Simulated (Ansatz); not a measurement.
Start from WC (space group P-6m2, No. 187; relaxed with 0.1 eV smearing).

```yaml
crystal:
  lattice:
    - [2.91268, 0.00000, 0.00000]
    - [-1.45634, 2.52245, 0.00000]
    - [0.00000, 0.00000, 2.83536]
  atoms:
    - { symbol: W, position: [0.00000, 0.00000, 0.00000] }
    - { symbol: C, position: [0.33333, 0.66667, 0.50000] }
```

Cartesian axes are those of the cell as printed.

The values are results of r2SCAN (Ansatz, a quantum-chemistry and plane-wave program, PAW, no spin-orbit coupling), not measurements.

Base values:

The pressure is 0.0 GPa.

One thing is altered: uniaxial strain ε_xx = +1.00 %, all other strain components held at zero; the atoms relax in the strained cell.

Q: What does the calculation give for the pressure after the change?

A: The pressure (mean of the normal stresses, compression positive) goes from zero to -3.7 GPa.

Whether these cells are dynamically stable was not tested. All final runs are without spin polarisation.
